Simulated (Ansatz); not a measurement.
Base system: CaC$_{2}$ (space group C2/c, No. 15; a cell from a computed database, its experimental status unchecked).

```
CELL_PARAMETERS angstrom
      3.26011    -2.04177     0.00000
      3.26011     2.04177     0.00000
     -2.01923     0.00000     7.00570
ATOMIC_POSITIONS crystal
  Ca 0.17201 0.82799 0.75000
  Ca 0.82799 0.17201 0.25000
  C  0.42483 0.14540 0.56077
  C  0.57517 0.85460 0.43923
  C  0.85460 0.57517 0.93923
  C  0.14540 0.42483 0.06077
```

Cartesian axes are those of the cell as printed.

The change: tensile biaxial strain of 0.89 % in the plane normal to [001], as in epitaxy on a mismatched substrate; the out-of-plane cell vector and the atoms relax.

Levels (all Ansatz, a first-principles code, PAW): PBEsol (420 eV, scalar-relativistic without spin-orbit coupling); r2SCAN (500 eV, without spin-orbit coupling); HSE06 (420 eV, no spin-orbit coupling).

One geometry, relaxed with PBEsol, under each level:

```json
[
 {"level": "PBEsol", "band gap": "1.70 eV", "lowest conduction level above the VBM at special points": "Y₂ 1.70 eV; L₂ 2.54 eV; Γ 3.11 eV; M₂ 3.13 eV", "pressure": "-0.42 GPa"},
 {"level": "r2SCAN", "band gap": "2.15 eV", "lowest conduction level above the VBM at special points": "Y₂ 2.15 eV; L₂ 3.03 eV; Γ 3.58 eV; M₂ 3.60 eV", "pressure": "0.70 GPa"},
 {"level": "HSE06", "band gap": "(withheld)", "lowest conduction level above the VBM at special points": "(withheld)", "pressure": "–"}
]
```

Question: Give the withheld HSE06 results.

Answer: 
- HSE06, band gap: 3.12 eV
- HSE06, lowest conduction level above the VBM at special points: Y₂ 3.12 eV; L₂ 4.01 eV; Γ 4.67 eV

Single points use the geometry relaxed with PBEsol. Their cutoffs differ, which shifts pressures a little. HSE06 gaps are upper bounds (no full band path). Whether these cells are dynamically stable was not tested.
